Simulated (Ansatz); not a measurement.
We consider SiGe (P6₃mc, No. 186, 4 atoms in the cell; start mp-978534), described by G0W0@PBEsol (hard PAW, contour deformation; Ansatz, a program for electronic structure).

The same calculation (at the PBEsol cell, 21.241 Å³/atom) with different numerical settings; throughout: k mesh 3×3×2:

| run | response cutoff (eV) | empty bands | quasiparticle gap on the mesh (eV) | quasiparticle gap at Γ (eV) | rough time |
|---|---|---|---|---|---|
| 1 | 100 | 354 | 0.948 | 0.948 | 80 core-s |
| 2 | 150 | 651 | 0.976 | 0.976 | 7 core-min |
| 3 | 200 | 1002 | 0.986 | 0.986 | 20 core-min |
| 4 | 250 | 1401 | 0.991 | 0.991 | 60 core-min |
| 5 | 300 | 1842 | 0.994 | 0.994 | 70 core-min |

In the column quasiparticle gap on the mesh (eV) the first row differs from the last by -0.046 and the next to last by -0.003.

The last row is no converged limit: other settings stay fixed.

Spin–orbit coupling is not included.

Note: filled d or f shells below the valence bands can shift G0W0 gaps through exchange with them, which wasn't tested here.

A start named mp-… is a Materials Project structure, which need not be a measured phase.
